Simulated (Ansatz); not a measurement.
# Defect calculation: S interstitial in fcc Ag

All values below come from PBE, PAW (plane waves to 420 eV; Ansatz, a quantum-chemistry and plane-wave program). Details: 32-site cell; 6×6×6 shifted k-points; start: void with 4Ag nearest; not converged in cell size; the relaxation kept the symmetry of the starting site.

Neighbours after relaxation, in Å: of the S atom: Ag 2.28, Ag 2.28, Ag 2.28, Ag 2.28.

Formation energies E_f are those of the neutral cell. Chemical conditions: host crystal and elements as references (Δμ(S) = 0.00 eV; S taken from its element, since no compound that bounds it was computed at this level; only phases computed here count, gases as isolated molecules at 0 K). Reference phases: S: S8 molecule in a box.

The name describes the start; the neighbours show where the atoms ended.

```tsv
charge	moment (μB)	point group	largest move off a lattice site (Å)	E_f, host crystal and elements as references (eV)
0	not spin-polarised	Td	0.49	2.60
```

Point groups are those of the whole cell at tolerances of 0.03 and 0.1 Å ("near" where only the looser one holds); none is given for unsettled states.

Not the lowest form: the same atoms on another site or from another start ended lower, by 0.56 eV at charge 0.
